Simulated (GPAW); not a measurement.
Worked example: self-consistent single point of NiO2 (R-3m, 3 atoms in the cell) in GPAW.

Level of theory: PBEsol, GPAW PAW datasets PBEsol (made by gpaw-setup) (plane waves; GPAW).

```xyz
3
Lattice="1.3677 0.7896 4.6842 -1.3677 0.7896 4.6842 0.0000 -1.5793 4.6842" Properties=species:S:1:pos:R:3 pbc="T T T"
Ni     0.0000     0.0000     0.0000
O      0.0000     0.0000    10.2870
O      0.0000     0.0000     3.7656
```

Reference input (self-consistent single point, DFT PBEsol, plane waves, GPAW PAW datasets PBEsol (made by gpaw-setup)): mode = pw; ecut = 950 eV; xc = PBEsol; kpts = 14 14 14; mesh shift (steps) = 0 0 0; occupations.name = fermi-dirac; occupations.width = 0 eV; nbands = -8; convergence.forces = 0.001 eV/Å; convergence.bands = -6; symmetry.symmorphic = false; symmetry.tolerance = 0.0005. This run's input differs from it in these lines:

```diff
@@ -15,3 +15,3 @@
             xc='PBEsol',
-            kpts={'size': (14, 14, 14), 'gamma': True},
+            kpts={'size': (6, 6, 6), 'gamma': True},
             occupations=FermiDirac(0.0),
```

Log, with long lists cut:

```
     iter     time        total  log10-change:
                         energy   eigst   dens  force
iter:   1 --:--:--   -22.194256   +0.53
iter:   2 --:--:--   -21.502374   -0.85  -1.22
iter:   3 --:--:--   -20.966954   -1.49  -1.31
iter:   4 --:--:--   -20.894195   -2.21  -1.54
iter:   5 --:--:--   -20.952211   -2.09  -1.60
iter:   6 --:--:--   -20.792692   -2.49  -1.90
iter:   7 --:--:--   -20.790095   -3.13  -2.30
iter:   8 --:--:--   -20.789483c  -5.13  -2.93
iter:   9 --:--:--   -20.789347c  -5.24  -3.01
iter:  10 --:--:--   -20.789564c  -4.60  -3.09
iter:  11 --:--:--   -20.789530c  -5.99  -3.57
iter:  12 --:--:--   -20.789528c  -6.92  -3.90
iter:  13 --:--:--   -20.789531c  -6.89  -3.96
iter:  14 --:--:--   -20.789527c  -7.04  -4.04c
iter:  15 --:--:--   -20.789525c  -7.12  -4.32c
iter:  16 --:--:--   -20.789525c  -8.67c -4.65c
iter:  17 --:--:--   -20.789525c  -9.11c -4.68c -3.07c
Converged after 17 iterations.

Dipole moment: (-0.000000, -0.000000, 0.000000) |e|*Ang

Energy contributions relative to reference atoms: (reference = -45400.522703)

Kinetic:        +25.598093
Potential:      -24.176076
External:        +0.000000
XC:             -22.596174
Entropy (-ST):   +0.000000
Local:           +0.384632
SIC:             +0.000000
--------------------------
Free energy:    -20.789525
Extrapolated:   -20.789525

Showing only first 2 kpts
 Kpt  Band  Eigenvalues  Occupancy
  0    12      2.41319    2.00000
  0    13      3.15244    2.00000
  0    14      6.01523    0.00000
  0    15      6.01533    0.00000

  1    12      2.82535    2.00000
  1    13      3.15021    2.00000
  1    14      5.12261    0.00000
  1    15      5.26465    0.00000

Fermi level: 4.10591

Gap: 1.249 eV
Transition (v -> c):
   [... lines left out ...]
Direct gap: 1.652 eV
Transition at: (s=0, k=27, n=13, [0.50, 0.33, 0.33])
Energy (eV): -20.789525

Forces in eV/Ang:
  0 Ni    0.00000    0.00000    0.00000
  1 O     0.00000    0.00000    1.09688
  2 O     0.00000    0.00000   -1.09688

Stress tensor:
    -0.116087     0.000000    -0.000000
     0.000000    -0.116087    -0.000000
    -0.000000    -0.000000    -0.069162
Stress (GPa, Voigt): [-18.5992 -18.5992 -11.081   -0.      -0.       0.    ]
```

The run converged in 17 iterations. GPAW prints stress with tension positive. Against the reference run the free energy stays essentially unchanged (within 1 meV/atom), the largest force moves little (1.098 to 1.097 eV/Å) and the gap on the mesh goes from 1.082 to 1.249 eV.

At such cutoffs GPAW's stress carries a finite-basis (Pulay) error, which enters relaxed cells too; its log prints stress with tension positive.

The starting cell comes from a database of computed structures (which also holds hypothetical and non-ambient phases and stackings), without a prior relaxation at this level. Its lattice was rescaled by a random factor within 2.5 % of one. Forces in this geometry exceed 1 eV/Å. Another mesh or the band path of this cell gives a smaller gap, so this value is not converged in the mesh.

Cost on one core of a shared machine: roughly 2 min.
